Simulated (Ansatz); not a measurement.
TiAl, pressure series

The reference is TiAl (space group P4/mmm, No. 123).

```cif
data_AlTi
_chemical_formula_sum 'Al1 Ti1'
_space_group_name_H-M_alt 'P4/mmm'
_space_group_IT_number 123
_space_group_name_Hall '-P 4 2'
_cell_length_a 2.81297
_cell_length_b 2.81297
_cell_length_c 4.05847
_cell_angle_alpha 90.000
_cell_angle_beta 90.000
_cell_angle_gamma 90.000
loop_
_atom_site_label
_atom_site_type_symbol
_atom_site_symmetry_multiplicity
_atom_site_Wyckoff_symbol
_atom_site_fract_x
_atom_site_fract_y
_atom_site_fract_z
_atom_site_occupancy
Al1 Al 1 d 0.50000 0.50000 0.50000 1
Ti1 Ti 1 a 0.00000 0.00000 0.00000 1
```

Cell and atoms are relaxed at each pressure.

Level of theory: r2SCAN (Ansatz, a quantum-chemistry and plane-wave program, PAW, no SOC).

Notes on the quantities. enthalpy: H = E + PV relative to the base's energy.

| change | enthalpy | lattice parameter a |
|---|---|---|
| base | – | 281.3 pm |
| pressure −2 GPa | -0.20 eV/atom | 282.9 pm |
| pressure −1 GPa | -0.10 eV/atom | 282.1 pm |
| pressure 0.9 GPa | +0.09 eV/atom | 280.6 pm |
| pressure 2.1 GPa | +0.21 eV/atom | 279.8 pm |
| pressure 4.5 GPa | +0.44 eV/atom | 278.1 pm |
| pressure 9 GPa | +0.87 eV/atom | 275.3 pm |
| pressure 15 GPa | +1.42 eV/atom | ? |
| pressure 22.5 GPa | +2.09 eV/atom | 268.3 pm |
| pressure 30 GPa | +2.73 eV/atom | 265.1 pm |

What belongs in the blanks?


- pressure 15 GPa, lattice parameter a: 271.9 pm

Load acts through the strain it causes; cell and atoms are relaxed under it. No phonon test of stability was made. No other phases were tried under pressure. The final runs are not spin-polarised.
